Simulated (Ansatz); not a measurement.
Worked example: self-consistent single point of a (100) slab of LuBi (cut from a parent of space group no. 225; 8 atoms in the cell) in Ansatz (a first-principles code)

Level of theory: LDA (PW92), default PAW files made with PBE (plane waves; Ansatz).

Input as run:

Ansatz 0.2 input:
```yaml
crystal:
  lattice:
    - [4.40877500, 0.00000000, 0.00000000]
    - [-4.40877500, 4.40877500, 0.00000000]
    - [0.00000000, 0.00000000, 23.35239400]
  atoms:
    - { symbol: Bi, position: [0.00000000, 0.00000000, 0.43324800] }
    - { symbol: Bi, position: [0.00000000, 0.50000000, 0.29975500] }
    - { symbol: Bi, position: [0.00000000, 0.00000000, 0.70024500] }
    - { symbol: Bi, position: [0.00000000, 0.50000000, 0.56674700] }
    - { symbol: Lu, position: [0.00000000, 0.00000000, 0.29975500] }
    - { symbol: Lu, position: [0.00000000, 0.50000000, 0.43324800] }
    - { symbol: Lu, position: [0.00000000, 0.00000000, 0.56674700] }
    - { symbol: Lu, position: [0.00000000, 0.50000000, 0.70024500] }
basis:
  ecutwfc: 420.0 eV
kpoints:
  mp_grid: { grid: [5, 5, 1] }
hamiltonian:
  xc: lda
  pseudopotentials: { kind: paw }
scf:
  occupations: { method: fermi_dirac, width: 0.1 eV }
output:
  forces: true
  eigenvalues: true
  stress: true
```

The program printed (abridged):

```
WARN the atoms were moved onto the symmetric positions of the space group found under crystal.symmetry.tolerance 1.0e-5 (fractional …
WARN ansatz: RAYON_NUM_THREADS=1 ignored (pool sized by the plan → 1); use --threads N
Pseudopotentials: kind: paw
Pseudopotential: Bi, paw, valence charge 15
Pseudopotential: Lu, paw, valence charge 25
Crystal: 8 atoms, lattice volume = 453.907 Å³
Basis set: ecut = 420 eV, 8967 PW (Γ)
Bands: 96, of which v1, the nominal top of the filled ones, is band 80 counted from 1 (79 counted from 0)
Symmetry: 16 space group operations
Space group: P4/nmm (ITA 129), of the structure as read, at distance tolerance 7.7e-5 Å
k-points: 6 of 25
PAW frozen core: Bi, regenerated for the run's functional, and the local potential with it
PAW frozen core: Lu, regenerated for the run's functional, and the local potential with it
Initial density: superposition of atomic densities (neutral atoms: chi_scale 0, normalization atom), corrected by the library's trained network
Initial wavefunctions: pseudopotential atomic-orbital guess
Eigensolver: davidson
Functional: x = slater, c = lda
SCF iter   1: F=—  HF=-106319.595126 eV  |F-HF|=—  |Δ(HF+E_count)|=         —  Δρ=2.75e-3  dr2=3.86e-2  ethr=1.77e-3  ⟨swp⟩=8.0  Hψ=2565  notcnv=0
all-band conjugate gradients solve this SCF's bands
preconditioner: auto → LDOS
SCF iter   2: F=—  HF=-106319.605151 eV  |F-HF|=—  |Δ(HF+E_count)|=   1.00e-2  Δρ=2.05e-3  dr2=4.90e-2  ethr=2.41e-5  ⟨swp⟩=3.3  Hψ=1792  notcnv=0  defer=2
SCF iter   3: F=—  HF=-106319.594924 eV  |F-HF|=—  |Δ(HF+E_count)|=   1.02e-2  Δρ=1.13e-3  dr2=1.21e-2  ethr=2.41e-5  ⟨swp⟩=4.0  Hψ=1487  notcnv=0  defer=2
SCF iter   4: F=—  HF=-106319.590509 eV  |F-HF|=—  |Δ(HF+E_count)|=   4.41e-3  Δρ=3.04e-4  dr2=9.82e-4  ethr=7.55e-6  ⟨swp⟩=2.3  Hψ=1267  notcnv=0
SCF iter   5: F=—  HF=-106319.590312 eV  |F-HF|=—  |Δ(HF+E_count)|=   1.97e-4  Δρ=6.05e-5  dr2=2.86e-5  ethr=6.14e-7  ⟨swp⟩=2.3  Hψ=1075  notcnv=0
SCF iter   6: F=—  HF=-106319.590153 eV  |F-HF|=—  |Δ(HF+E_count)|=   1.59e-4  Δρ=3.20e-5  dr2=1.82e-5  ethr=1.79e-8  ⟨swp⟩=3.0  Hψ=1430  notcnv=0
SCF iter   7: F=—  HF=-106319.590150 eV  |F-HF|=—  |Δ(HF+E_count)|=   2.89e-6  Δρ=1.01e-5  dr2=1.88e-6  ethr=1.13e-8  ⟨swp⟩=2.0  Hψ=819  notcnv=0
SCF iter   8: F=-106319.590150 eV  HF=-106319.590150 eV  |F-HF|=1.09e-7  |Δ(HF+E_count)|=   1.59e-7  Δρ=2.87e-6  dr2=7.93e-8  ethr=6.25e-11  ⟨swp⟩=10.5  Hψ=4578  notcnv=0
SCF 1 converged in 8 iterations: F = -106319.590150 eV  dr2 = 7.93e-8
SCF converged after 8 iterations
Free energy (F): -106319.590150 eV
Harris-Foulkes:  -106319.590150 eV  (|F-HF|=1.09e-7)
Internal energy: -106319.553620 eV  (E = F + TS)
E sigma→0 (E₀):  -106319.571885 eV
Entropy (-TS):   -0.036530 eV (-4.566 meV/atom)
Fermi energy:    4.813638 eV
--- Per-component energies (eV) ---
  E_band       = -1700.415578
  E_kinetic    = 2885.873909
  E_local      = -141331.215809  (includes V_loc(G=0)·N_el)
  E_nonlocal   = 4598.130115
  E_hartree    = 66762.049835
  E_xc         = -1460.549156
  E_vxc        = -1601.913805  (∫ρ·V_xc dr)
  E_paw        = -69958.971506  (= ΣΔE_a)
  E_vpaw       = 224.551623  (= ΣTr[D̂ρ^β])
  E_aug_tail   = -0.001970  (compensation charges beyond the density's cutoff)
  E_ewald      = 32175.875962
  E_core_change = 9.255000  (= ΣΔE_core)
  E_smearing   = -0.036530  (= −TS)
  E_closure    = -0.000000  (closes the sum)
  Σ components = -106319.590150   (vs F -106319.590150, Δ=0.00e0)
--- Forces (eV/Å), atoms counted from 1 ---
  atom   1  Bi     0.00000000     0.00000000    -0.13574962
  atom   2  Bi    -0.00000000    -0.00000000    -0.22732925
  atom   3  Bi    -0.00000000    -0.00000000     0.22732925
  atom   4  Bi     0.00000000     0.00000000     0.13574962
  atom   5  Lu     0.00000000     0.00000000     0.89645227
  atom   6  Lu    -0.00000000     0.00000000     0.09075269
  atom   7  Lu    -0.00000000     0.00000000    -0.09075269
  atom   8  Lu     0.00000000     0.00000000    -0.89645227
  max |Σ_I F_I| component: 1.11e-16 eV/Å
--- Stress (GPa, compression-positive) ---
       -3.334505       0.000000       0.000000
        0.000000      -3.334505       0.000000
        0.000000       0.000000      -2.159892
  P = ⅓ Tr σ = -2.9430 GPa (-29.430 kbar)
  The stress holds the Pulay correction. Without it, at fixed plane waves, as pw.x and ABINIT print it: P = -2.9593 GPa
--- Band table (eV; the first three rows and the last of 6) ---
  k-point 0: bands = ["-52.4865", "-52.4865", "-52.1319", "-52.1314", "-23.2459", "-23.2458", "-23.0710", "-23.0710", "-23.0710", "-23.0710", "-22.8076", "-22.7958", "-22.7958", "-22.7891", "-22.7882", "-22.7882", "-17.2679", "-17.2659", "-17.2648", [...]
  k-point 1: bands = ["-52.4864", "-52.4864", "-52.1317", "-52.1314", "-23.2456", "-23.2454", "-23.0807", "-23.0807", "-23.0738", "-23.0738", "-22.8075", "-22.8063", "-22.7983", "-22.7970", "-22.7922", "-22.7894", "-17.2610", "-17.2602", "-17.2577", [...]
  k-point 2: bands = ["-52.4863", "-52.4863", "-52.1315", "-52.1313", "-23.2449", "-23.2449", "-23.0962", "-23.0961", "-23.0783", "-23.0783", "-22.8213", "-22.8196", "-22.8016", "-22.7993", "-22.7979", "-22.7929", "-17.2532", "-17.2529", "-17.2408", [...]
  k-point 5: bands = ["-52.4861", "-52.4861", "-52.1312", "-52.1312", "-23.2432", "-23.2432", "-23.0900", "-23.0900", "-23.0870", "-23.0870", "-22.8168", "-22.8138", "-22.8081", "-22.8034", "-22.7962", "-22.7943", "-17.2665", "-17.2642", "-17.2568", [...]
```

The run converged in 8 iterations.

The starting cell comes from a database of computed structures (which also holds hypothetical and non-ambient phases and stackings), without a prior relaxation at this level. The slab is cut from that crystal, and its faces are unrelaxed. Its lattice was rescaled by up to half a per cent. Spin-orbit coupling is off.
